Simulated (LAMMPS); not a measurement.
System: InP (zinc blende), 216 atoms, at 810 K and 2 GPa, heated as the crystal.

Model: MD with a machine-learned potential, pair style snap, file InP_JCPA2020.snap (LAMMPS).

- state found = crystal; no diffusion seen in 15 ps
- density = 4.956 ± 0.001 g/cm³
- volume per atom = 24.424 ± 0.007 Å³/atom
- enthalpy per atom = -2.9535 ± 0.0008 eV/atom
- first peak of g(r), In-P = 2.51 Å, height 9.2
- coordination number of In by P = 4.00 (counted to 3.46 Å)
- coordination number of P by In = 4.00 (counted to 3.46 Å)
- most common P-In-P angle = at the 3° bin centred on 109.5°, after smoothing over three bins (mean of all 109°)
- most common In-P-In angle = at the 3° bin centred on 109.5°, after smoothing over three bins (mean of all 109°)
- mean frequency of the vibrational (phonon) density of states = 5.7 THz
- cost = around 22 core-minutes (rough)

Potential: file InP_JCPA2020.snap of the LAMMPS distribution; its header cites M.A. Cusentino, M. A. Wood, and A.P. Thompson, "Explicit Multi-element Extension of the Spectral Neighbor Analysis Potential for Chemically Complex Systems", J. Phys. Chem. A, 124 5456 (2020).

Caution: a run this short can hold a crystal over, or a liquid under, the potential's own melting point, which these runs don't give.

States go by the mean squared displacement: a species diffuses where it passes 1.5 Å², still rises and gives D over 1e-6 cm²/s; a crystal has left its structure where atoms lie 0.35 Å off their sites on average or a cubic box changes its shape by 3 %, or the axial ratios of another lie 8 % off the starting cell's, which the potential's own relaxation can also do.

Uncertainties are statistical and leave out the potential's own error.

```tsv
r (Å)	g(r), In-P
2.180	0.000
2.220	0.037
2.260	0.270
2.300	0.703
2.340	2.18
2.380	3.83
2.420	6.01
2.460	8.32
2.500	9.16
2.540	8.51
2.580	6.94
2.620	5.43
2.660	3.74
2.700	2.35
2.740	1.50
2.780	0.861
2.820	0.392
2.860	0.205
2.900	0.157
2.940	0.062
2.980	0.014
3.020	0.007
3.060	0.013
3.100	0.000
3.140	0.006
3.180	0.000
3.220	0.000
3.260	0.000
3.300	0.000
3.340	0.000
3.380	0.000
3.420	0.000
3.460	0.000
3.500	0.000
3.540	0.000
3.580	0.000
3.620	0.000
3.660	0.000
3.700	0.000
3.740	0.004
3.780	0.004
3.820	0.000
3.860	0.012
3.900	0.012
3.940	0.031
3.980	0.030
4.020	0.056
4.060	0.084
4.100	0.114
4.140	0.182
4.180	0.220
4.220	0.418
4.260	0.420
4.300	0.633
4.340	0.618
4.380	0.894
4.420	1.07
4.460	1.38
4.500	1.67
4.540	1.78
4.580	2.10
4.620	2.39
4.660	2.60
4.700	2.74
4.740	2.70
4.780	2.98
4.820	3.03
4.860	2.95
4.900	2.70
4.940	2.52
4.980	2.49
5.020	2.22
5.060	1.95
5.100	1.72
5.140	1.41
5.180	1.07
5.220	0.850
5.260	0.776
5.300	0.540
5.340	0.370
5.380	0.276
5.420	0.198
5.460	0.113
5.500	0.097
5.540	0.051
5.580	0.071
5.620	0.066
5.660	0.069
5.700	0.096
5.740	0.115
5.780	0.183
5.820	0.251
5.860	0.351
5.900	0.460
5.940	0.573
5.980	0.686
6.020	0.874
6.060	1.13
6.100	1.30
6.140	1.50
6.180	1.60
```
